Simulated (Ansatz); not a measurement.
# Effect of tensor shear ε_xy = +0.14 % on SnO

Start from SnO in the litharge type structure (space group P4/nmm, No. 129; a = 3.7701 Å, c = 4.5599 Å; layered, stacked along the Cartesian z axis). Axes: x, y, z lie along a, b, c of the conventional cell.

The change: a pure shear with ε_xy = ε_yx = 0.0014; the atoms relax in the strained cell.

Calculations: Ansatz (a quantum-chemistry and plane-wave program) PBEsol-D3(BJ), scalar-relativistic without spin-orbit coupling. Γ-centred 12×12×10 mesh, Fermi–Dirac width 0.05 eV.

```json
[
 {"quantity": "shortest interatomic distance", "base": "2.211 Å", "changed": "2.211 Å", "shift": "0.000 Å"},
 {"quantity": "energy relative to the base (free energy F)", "base": "0 meV/atom", "changed": "0.0 meV/atom", "shift": "0.0 meV/atom"},
 {"quantity": "pressure (mean of the normal stresses, compression positive)", "base": "0.0 GPa", "changed": "0.0 GPa", "shift": "0.0 GPa"},
 {"quantity": "band gap", "base": "zero", "changed": "zero", "shift": "–"},
 {"quantity": "stress (xx, yy, zz, yz, xz, xy; compression positive) (rough)", "base": "–", "changed": "(0.0, 0.0, 0.0, 0.0, 0.0, -0.3) GPa", "shift": "–"}
]
```

Final structure:

```
SnO
1.0
    3.77006     0.00528     0.00000
    0.00528     3.77006     0.00000
    0.00000     0.00000     4.55986
Sn O
2 2
Direct
  0.50000   0.00000   0.25348
  0.00000   0.50000   0.74652
  0.00000   0.00000   0.00000
  0.50000   0.50000   0.00000
```

Without a gap, meshes like the base's 12×12×10 leave anisotropic stresses uncertain by several tenths of a GPa, and small strain energies with them. No phonon test of stability was made. The final runs are not spin-polarised. A zero or small gap of SnO can be the functional's error rather than a property of the material.
